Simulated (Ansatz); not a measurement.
Reference: Si (Fd-3m), PBEsol with spin-orbit coupling, rigid bands (plane waves, PAW; Ansatz, a quantum-chemistry and plane-wave program); axes and stresses refer to this cell.

```
Si
1.0
    0.00000     2.71691     2.71691
    2.71691     0.00000     2.71691
    2.71691     2.71691     0.00000
Si
2
Direct
  0.25000   0.25000   0.25000
  0.00000   0.00000   0.00000
```

- band gap = 0.45 eV
- electron conductivity mass = 0.28 mₑ
- Seebeck coefficient, n-type 1e19 cm⁻³ = -309 μV/K

```tsv
Change	band gap	electron conductivity mass	Seebeck coefficient, n-type 1e19 cm⁻³
biaxial stress xx = yy = -1 GPa (compression positive)	(withheld)	0.28 mₑ	-255 μV/K
biaxial stress xx = yy = -2 GPa (compression positive)	0.26 eV	0.28 mₑ	(withheld)
hydrostatic pressure -2 GPa	0.49 eV	0.28 mₑ	(withheld)
hydrostatic pressure 2 GPa	0.41 eV	0.28 mₑ	-308 μV/K
hydrostatic pressure 5 GPa	0.36 eV	0.28 mₑ	(withheld)
uniaxial stress along [110] of -1 GPa (compression positive)	0.40 eV	0.29 mₑ	-293 μV/K
```

Task: Some entries are withheld; supply them.

Result: 
- biaxial stress xx = yy = -1 GPa (compression positive), band gap: 0.36 eV
- biaxial stress xx = yy = -2 GPa (compression positive), Seebeck coefficient, n-type 1e19 cm⁻³: -221 μV/K
- hydrostatic pressure -2 GPa, Seebeck coefficient, n-type 1e19 cm⁻³: -309 μV/K
- hydrostatic pressure 5 GPa, Seebeck coefficient, n-type 1e19 cm⁻³: -307 μV/K

Masses are for dilute carriers at 300 K, harmonic means over directions unless an axis is named. Seebeck coefficients are for the stated density at 300 K, with one relaxation time for all states and whether or not that doping can be reached. Stresses and pressures are the targets of the relaxation.  The structure type is held under load, also where the real crystal would transform.
